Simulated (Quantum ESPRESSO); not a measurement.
## Equation of state of zinc-blende BP (space group 216): energy against volume (Quantum ESPRESSO, PBE)

```
CELL_PARAMETERS angstrom
      0.00000     2.22964     2.22964
      2.22964     0.00000     2.22964
      2.22964     2.22964     0.00000
ATOMIC_POSITIONS crystal
  B  0.00000 0.00000 0.00000
  P  0.75000 0.75000 0.75000
```

Method of the run: PBE, GBRV 1.5 ultrasoft (PBE) pseudopotentials (plane waves; Quantum ESPRESSO). Settings: ecutwfc = 52 Ry; ecutrho = 260 Ry; occupations = smearing; smearing = fd; degauss = 0.000734986 Ry; potentials = {B: b_pbe_v1.4.uspp.F.UPF, P: p_pbe_v1.5.uspp.F.UPF}; K_POINTS = automatic 12 12 12 0 0 0; conv_thr = 1e-10 Ry. The cell above is the first row's. The rows scale it uniformly. In all rows fractional positions and the k mesh are held. E is the free energy at the stated smearing, counted from the lowest row.

| V (Å^3/atom) | E (meV/atom) |
|---|---|
| 11.084 | ? |
| 11.325 | 8.03 |
| 11.566 | 1.32 |
| 11.807 | 0.00 |
| 12.048 | 3.55 |
| 12.289 | 11.51 |
| 12.530 | 23.47 |
| 12.771 | 39.05 |
| 13.012 | 57.91 |

Fit E of the 8 rows that show it with the third-order Birch-Murnaghan form, a cubic in V^(-2/3). With u = V^(-2/3) - 0.189, the rows have u = 0.009293, 0.006529, 0.003859, 0.001279, -0.001217, -0.003633, -0.005972, -0.008239. Least squares gives E = 7.071 - 3212.03·u + 357980·u² - 134129·u³. Residuals (row less fit): 0.001, -0.002, 0.001, 0.002, 0.000, -0.002, 0.001, 0.000; standard error 0.002 (degrees of freedom: 4). Its minimum lies at u = 0.004498, so V0 = (0.193498)^(-3/2) = 11.75. There d²E/du² = 712300 and d³E/du³ = -804800, so B0 = (4/9) × 11.75^(-7/3) × 712300 × 0.160218 = 162 GPa (the last factor turns the table's units into GPa), and B0' = 4 + (2/3) × 0.193498 × (-804800)/712300 = 3.9. The program's pressures in the fitted runs (not shown) pass through zero at V = 11.74, 0.03 % from this V0.

Task: Predict the withheld E at V = 11.084 from the fit, and compare with the calculation.

Result: u = 0.012157, so E = 7.071 - 3212.03 × 0.012157 + 357980 × 0.012157² - 134129 × 0.012157³ = 20.688 meV/atom. The calculation gives 20.67 meV/atom, 0.018 meV/atom below the prediction (under 0.05 % of the range of E in the table). The row lies outside the fitted rows, so this is an extrapolation. From the scatter of the fitted rows alone, a prediction at this place has a standard error of 0.006 meV/atom, so the miss is 3.3 times that.

Carrying the step between the two nearest rows on in a straight line would have given 14.74, off by 5.93; series whose last step already gives the withheld value aren't shown. The scan was laid around a cell of about the measured size, scaled by a guess for this functional. The runs keep the symmetry of the cell, so they don't test it for distortions. Cutoffs and mesh are single choices, not tested for convergence of this quantity. Series with a scatter that would blur these digits, or in which a gap closes, are not shown. Nor are scans whose minimum lies at an end fitted in this form.

Terms beyond the fitted order, or numerical noise in single rows, can give a miss of this size; the table doesn't tell which.
